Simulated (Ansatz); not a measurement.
Consider the following.

```yaml
crystal:
  lattice:
    - [3.24465, 0.00000, 0.00000]
    - [-1.62232, 2.80995, 0.00000]
    - [0.00000, 0.00000, 5.23552]
  atoms:
    - { symbol: Zn, position: [0.33333, 0.66667, 0.00142] }
    - { symbol: Zn, position: [0.66667, 0.33333, 0.50142] }
    - { symbol: O, position: [0.33333, 0.66667, 0.38058] }
    - { symbol: O, position: [0.66667, 0.33333, 0.88058] }
```

No spin polarisation.

The values are results of Ansatz (a quantum-chemistry and plane-wave program), PBE, PAW, cutoff 420 eV, no SOC, not measurements. k-mesh 12×12×6 (Γ-centred); smearing 0.05 eV (Fermi–Dirac).

**Question.** Estimate the electron mass.

**Answer.** 0.14 mₑ (at Γ).

**Question.** What valence-band top at Γ (three highest levels, from the VBM) does the calculation give?

**Answer.** 0.00, 0.00, -0.09 eV.

**Question.** Estimate the gap character.

**Answer.** Direct at Γ.

Load acts through the strain it causes; cell and atoms are relaxed under it. Masses are band curvatures over ±0.01 Å⁻¹ around the edge. Stability against distortions was not tested. Tetrahedral semiconductors of this kind turn to denser phases somewhere between about 1 and 50 GPa; those were not computed, so compressed cells here can lie past the real transition. The cell was made from ZnO in the wurtzite structure (space group P6_3mc, No. 186) by this change: pressure 4.5 GPa.
